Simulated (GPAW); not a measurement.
# Input and output of a self-consistent single point for NbB2 (P6/mmm, 3 atoms in the cell) (GPAW)

Level of theory: PBEsol, GPAW PAW datasets PBEsol (made by gpaw-setup) (plane waves; GPAW).

Input:

```python
from ase import Atoms
from ase.units import GPa
from gpaw import GPAW

atoms = Atoms(['B', 'B', 'Nb'],
              cell=[[3.110000, 0.000000, 0.000000],
                    [-1.555000, 2.693339, 0.000000],
                    [0.000000, 0.000000, 3.270000]],
              scaled_positions=[[0.333333, 0.666667, 0.500000],
                                [0.666667, 0.333333, 0.500000],
                                [0.000000, 0.000000, 0.000000]],
              pbc=True)

calc = GPAW(mode={'name': 'pw', 'ecut': 950},
            xc='PBEsol',
            kpts={'size': (12, 12, 10), 'gamma': True},
            occupations={'name': 'methfessel-paxton', 'width': 0.272, 'order': 0},
            nbands=-7,
            convergence={'density': 1e-05},
            symmetry={'symmorphic': False, 'tolerance': 0.0005},
            maxiter=120,
            txt='-')

atoms.calc = calc

energy = atoms.get_potential_energy()
print('Energy (eV):', round(energy, 6))
forces = atoms.get_forces()
print('Forces (eV/Ang):')
print(forces.round(5))
stress = atoms.get_stress()
print('Stress (GPa, Voigt):', (stress / GPa).round(4))
```

Output, abridged:

```
Input parameters:
  convergence: {density: 1e-05}
  kpts: {gamma: True,
         size: (12, 12, 10)}
  maxiter: 120
  mode: {ecut: 950,
         name: pw}
  nbands: -7
  occupations: {name: methfessel-paxton,
                order: 0,
                width: 0.272}
  symmetry: {symmorphic: False,
             tolerance: 0.0005}
  xc: PBEsol

species:
  B:
    name: Boron
    Z: 5.0
    valence: 3
    core: 2
    charge: 0.0
    file: B.PBEsol.gz

    # Using partial waves for B as LCAO basis

  Nb:
    name: Niobium
    Z: 41.0
    valence: 13
    core: 28
    charge: 0.0
    file: Nb.PBEsol.gz

    # Using partial waves for Nb as LCAO basis

Reference energy: -105180.326690  # eV

Spin-paired calculation

Convergence criteria:
 Maximum [total energy] change in last 3 cyles: 0.0005 eV / valence electron
 Maximum integral of absolute [dens]ity change: 1e-05 electrons / valence electron
 Maximum integral of absolute [eigenst]ate change: 4e-08 eV^2 / valence electron
 Maximum number of scf [iter]ations: 120

Symmetries present (total): 24
Symmetries with fractional translations: 0
1440 k-points: 12 x 12 x 10 Monkhorst-Pack grid + [1/24,1/24,1/20]
114 k-points in the irreducible part of the Brillouin zone
       k-points in crystal coordinates                weights
   0:    -0.00000000   -0.00000000    0.00000000          1/1440
   1:    -0.00000000   -0.00000000    0.10000000          2/1440
   2:    -0.00000000   -0.00000000    0.20000000          2/1440
   [... 7 lines left out ...]
          ...
 113:     0.50000000    0.50000000    0.50000000          3/1440

Wave functions: Plane wave expansion
  Cutoff energy: 950.000 eV
  Number of coefficients (min, max): 1798, 1847
  Pulay-stress correction: 0.000000 eV/Ang^3 (de/decut=0.000000)

Occupation numbers: Methfessel-Paxton:
  width: 0.2720  # eV
  order: 0

Eigensolver

Densities:
  Coarse grid: 24*24*24 grid
  Fine grid: 48*48*48 grid
  Total Charge: 0.000000

Density mixing:
  Method: separate
  Backend: pulay
  Linear mixing parameter: 0.05
  old densities: 5
  Damping of long wavelength oscillations: 50

Hamiltonian:
  XC and Coulomb potentials evaluated on a 48*48*48 grid
  External potential:
    NoExternalPotential

XC parameters: PBEsol with 2 nearest neighbor stencil

Number of atoms: 3
Number of atomic orbitals: 21
Number of bands in calculation: 16
Number of valence electrons: 19
Bands to converge: occupied

Density initialized from atomic densities
  16 bands from LCAO basis set

Atomic positions and initial magnetic moments

Positions:
   0 B     -0.000002    1.795560    1.635000    ( 0.0000,  0.0000,  0.0000)
   1 B      1.555002    0.897779    1.635000    ( 0.0000,  0.0000,  0.0000)
   2 Nb     0.000000    0.000000    0.000000    ( 0.0000,  0.0000,  0.0000)

Unit cell:
           periodic     x           y           z      points  spacing
  1. axis:    yes    3.110000    0.000000    0.000000    24     0.1122
  2. axis:    yes   -1.555000    2.693339    0.000000    24     0.1122
  3. axis:    yes    0.000000    0.000000    3.270000    24     0.1362

  Lengths:   3.110000   3.110000   3.270000
  Angles:   90.000000  90.000000 120.000000

Effective grid spacing dv^(1/3) = 0.1256

     iter     time        total  log10-change:
                         energy   eigst   dens
iter:   1 --:--:--   -31.004323
iter:   2 --:--:--   -30.102435   -1.30  -0.89
iter:   3 --:--:--   -27.677093   -0.40  -0.95
iter:   4 --:--:--   -27.684060   -1.70  -1.54
iter:   5 --:--:--   -27.714699   -2.14  -1.57
iter:   6 --:--:--   -27.693134   -2.07  -1.86
iter:   7 --:--:--   -27.687690   -3.33  -2.22
iter:   8 --:--:--   -27.685526c  -3.42  -2.39
iter:   9 --:--:--   -27.685521c  -4.77  -3.23
iter:  10 --:--:--   -27.685523c  -5.61  -3.32
iter:  11 --:--:--   -27.685506c  -5.43  -3.50
iter:  12 --:--:--   -27.685506c  -6.99  -4.49
iter:  13 --:--:--   -27.685506c  -7.94c -4.77
iter:  14 --:--:--   -27.685506c  -8.62c -4.73
iter:  15 --:--:--   -27.685506c  -8.91c -4.83
iter:  16 --:--:--   -27.685506c  -8.02c -4.86
iter:  17 --:--:--   -27.685506c  -8.52c -4.82
iter:  18 --:--:--   -27.685506c  -8.92c -5.46c

Converged after 18 iterations.

Dipole moment: (-0.000000, -0.000000, -0.000000) |e|*Ang

Energy contributions relative to reference atoms: (reference = -105180.326690)

Kinetic:        +13.895479
Potential:      -15.903582
External:        +0.000000
XC:             -25.545594
Entropy (-ST):   -0.034669
Local:           -0.114474
SIC:             +0.000000
--------------------------
Free energy:    -27.702840
Extrapolated:   -27.685506

Showing only first 2 kpts
 Kpt  Band  Eigenvalues  Occupancy
  0     7      9.64937    2.00000
  0     8     10.95751    2.00000
  0     9     15.22933    0.00000
  0    10     15.22935    0.00000

  1     7      9.61220    2.00000
  1     8     11.48230    2.00000
  1     9     14.58512    0.00141
  1    10     14.58515    0.00141

Fermi level: 13.97099

No gap
No difference between direct/indirect transitions
Energy (eV): -27.685506

Forces in eV/Ang:
  0 B     0.00000    0.00000    0.00000
  1 B     0.00000   -0.00000    0.00000
  2 Nb    0.00000   -0.00000    0.00000

Stress tensor:
     0.021430    -0.000000     0.000000
    -0.000000     0.021430     0.000000
     0.000000     0.000000    -0.001489
Stress (GPa, Voigt): [ 3.4334  3.4334 -0.2386  0.      0.     -0.    ]
```

The run converged in 18 iterations. GPAW prints stress with tension positive.

At such cutoffs GPAW's stress carries a finite-basis (Pulay) error, which enters relaxed cells too; its log prints stress with tension positive.

The starting cell comes from a database of published, mostly measured structures (it also holds non-ambient and calculated ones), without a prior relaxation at this level. Spin polarisation is off.

Cost on one core of a shared machine: roughly 2 min.
